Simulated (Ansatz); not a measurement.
## Parameter sweep on VI₃ (P6_3/mmc, 8 atoms in the cell)

```xyz
8
Lattice="10.6312 0.0000 0.0000 -5.3156 9.2069 0.0000 0.0000 0.0000 3.6704" Properties=species:S:1:pos:R:3 pbc="T T T"
V      0.0000     6.1380     2.7528
V      5.3156     3.0690     0.9176
I      0.0000     4.0465     0.9176
I      5.3156     5.1604     2.7528
I      7.1268     2.0233     2.7528
I     -1.8112     7.1837     0.9176
I      1.8112     7.1837     0.9176
I      3.5044     2.0233     2.7528
```
Moments meant for the start (each program seeds them in its own way; μB, in the order of the atoms V V I I I I I I): 2.0 2.0 0.0 0.0 0.0 0.0 0.0 0.0.

Base run A: PBEsol, PAW files made with PBE run with Ansatz (a first-principles code), self-consistent single point.

Its settings: basis.ecutwfc = 30.9 Ry; kpoints.mp_grid.grid = 3 3 6; hamiltonian.xc = pbesol; hamiltonian.pseudopotentials = {kind: paw} (the program's default PAW files); magnetization.spin_polarized = true; scf.occupations.method = cold; scf.occupations.width = 0.0037 Ry.

The starting cell comes from a database of computed structures (which also holds hypothetical and non-ambient phases and stackings), without a prior relaxation at this level. The magnetic order is the one reached from the typed start; others were not searched systematically. Ansatz's pressure includes its estimate of the finite-basis (Pulay) stress.

ΔF is the free energy per atom less that of run A. 

Run A gave: pressure (GPa) -1.27; largest force (eV/Å) 0.285; size of the net moment (μB/atom) 0.50; iterations 14.

Runs:
- B: scf.mixing.algorithm, scf.mixing.ndim = anderson, default
- C: scf.mixing.algorithm, scf.mixing.ndim = anderson, 20
- D: scf.mixing.algorithm, scf.mixing.ndim = broyden, default
- E: scf.mixing.algorithm, scf.mixing.ndim = broyden, 1
- F: scf.mixing.algorithm, scf.mixing.ndim = msr1, default
- G: scf.mixing.algorithm, scf.mixing.ndim = msr1, 20

### Question
Which runs reach the base run's state, and which is quickest in iterations?

### Answer
Runs B, C, D, E, F, G ended on the same solution as A (within 1 meV/atom and 0.1 μB a site). The fewest iterations to that state were 14 (A, F, G); the most were 19.

```tsv
run	ΔF (meV/atom)	pressure (GPa)	largest force (eV/Å)	size of the net moment (μB/atom)	iterations
A	0.00	-1.27	0.285	0.50	14
B	0.00	-1.27	0.285	0.50	15
C	0.00	-1.27	0.285	0.50	15
D	0.00	-1.27	0.285	0.50	15
E	0.00	-1.27	0.285	0.50	19
F	0.00	-1.27	0.285	0.50	14
G	0.00	-1.27	0.285	0.50	14
```

Keys are those of Ansatz 0.2.
